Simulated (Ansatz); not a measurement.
**Response to strain in SnO**

The reference is SnO (space group P4/nmm, No. 129; a = 3.837 Å, c = 4.759 Å; layered, stacked along the Cartesian z axis).

Strains are applied to the cell and any free atomic positions relax.

Level of theory: Ansatz (a program for electronic structure), PBE-D3(BJ), PAW, cutoff 420 eV, no SOC.

Notes on the quantities. pressure: mean of the normal stresses, compression positive.

```
isotropic strain (%)  pressure (GPa)
--------------------  --------------
-3                               5.1
-2.4                             3.9
-1.8                             2.9
-1.2                             1.9
-0.6                               ?
0                                0.0
```

Task: Fit P = P₀ − Bδ + Cδ² with δ = (1 + ε)³ − 1 to the rows shown and predict the withheld row.

Result: Least squares on the printed values gives P₀ = 0.0 GPa, B = 48.6 GPa (at held cell shape), C = 107 GPa (largest residual 0.1 GPa); this predicts 0.9 GPa, and the run gives 0.9 GPa, in agreement.

Whether these cells are dynamically stable was not tested. The final runs are not spin-polarised.
